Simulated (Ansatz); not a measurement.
Base system: SnO in the litharge type structure (space group P4/nmm, No. 129; a = 3.8371 Å, c = 4.7586 Å; layered, stacked along the Cartesian z axis).

Method: PBE-D3(BJ) (Ansatz, a first-principles code, PAW, scalar-relativistic without spin-orbit coupling).

One change was made to it. Results:

The band gap stays zero; the density increases by 0.34 g/cm³ (6.39 g/cm³ → 6.73 g/cm³).

Which of these changes matches the shifts?
A. pressure 4.5 GPa
B. pressure 0.9 GPa
C. pressure 9 GPa
D. pressure 2.1 GPa
E. pressure −1 GPa

D, pressure 2.1 GPa. For comparison, the density in the other runs: pressure 9 GPa gives 7.47 g/cm³; pressure −1 GPa gives 6.17 g/cm³; pressure 4.5 GPa gives 7.04 g/cm³; pressure 0.9 GPa gives 6.54 g/cm³.

Load acts through the strain it causes; cell and atoms are relaxed under it. Whether these cells are dynamically stable was not tested. No other phases were tried under pressure. All final runs are without spin polarisation. The zero or small gap of SnO can change with the level of theory.
